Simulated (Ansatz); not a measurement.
Take CdTe in the zinc blende structure (space group F-43m, No. 216; a = 6.618 Å) as the base.

Calculations: PBE (Ansatz, a program for electronic structure), without spin-orbit coupling.

For the base:

Band gap: 0.59 eV
Volume per atom: 36.23 Å³
Electron mass: 0.053 mₑ (at Γ)
Hole mass: 0.054, 0.57, 0.57 mₑ (at Γ)

It is then changed as follows: cell and atoms relaxed at a pressure of 4.5 GPa.

### Question
What does the calculation give for the band gap after the change?

### Answer
The band gap increases by 0.30 eV to 0.89 eV.

### Question
How does this affect the volume per atom?

### Answer
The volume per atom drops by 3.46 Å³, from 36.23 Å³ to 32.77 Å³.

### Question
Predict the new electron mass.

### Answer
The electron mass changes from 0.053 mₑ (at Γ) to 0.071 mₑ (at Γ).

### Question
What does the calculation give for the hole mass after the change?

### Answer
The hole mass (degenerate bands, along [100]) goes from 0.054, 0.57, 0.57 mₑ (at Γ) to 0.072, 0.49, 0.49 mₑ (at Γ).

With Te present, leaving out spin-orbit coupling can change the band edges. Load acts through the strain it causes; cell and atoms are relaxed under it. Effective masses come from finite differences of ±0.01 Å⁻¹. Stability against distortions was not tested. Measured, CdTe leaves this structure (for cinnabar) near 3.53 GPa (temperature not stated; as listed in Datta, Sujoy, Jana, Debnarayan, arXiv (2020)), on rising pressure, with hysteresis.
